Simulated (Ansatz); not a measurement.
Take HgSe in the zinc blende structure (space group F-43m, No. 216) as the base.

```xyz
2
Lattice="0.0000 3.0315 3.0315 3.0315 0.0000 3.0315 3.0315 3.0315 0.0000" Properties=species:S:1:pos:R:3 pbc="T T T"
Hg     0.0000     0.0000     0.0000
Se     1.5157     1.5157     1.5157
```

Cartesian axes are those of the cell as printed.

All numbers come from LDA (Ansatz, a program for electronic structure), without spin-orbit coupling.

Base values:

* **Pressure**: 0.0 GPa
* **Shortest interatomic distance**: 262.5 pm

Perturbation: compressive biaxial strain of 2.50 % in the plane normal to [111], as in epitaxy on a mismatched substrate; the out-of-plane cell vector and the atoms relax.

### Question
What happens to the energy relative to the base?

### Answer
The energy rises by 9.7 meV/atom.

### Question
What happens to the pressure?

### Answer
The pressure (mean of the normal stresses, compression positive) goes from zero to 1.5 GPa.

### Question
How does this affect the shortest interatomic distance?

### Answer
The shortest interatomic distance falls by 2.76 pm (262.5 pm → 259.8 pm).

A case with no gap was solved on a k-mesh chosen for an insulator, which is coarse for it. No phonon test of stability was made. All final runs are without spin polarisation.
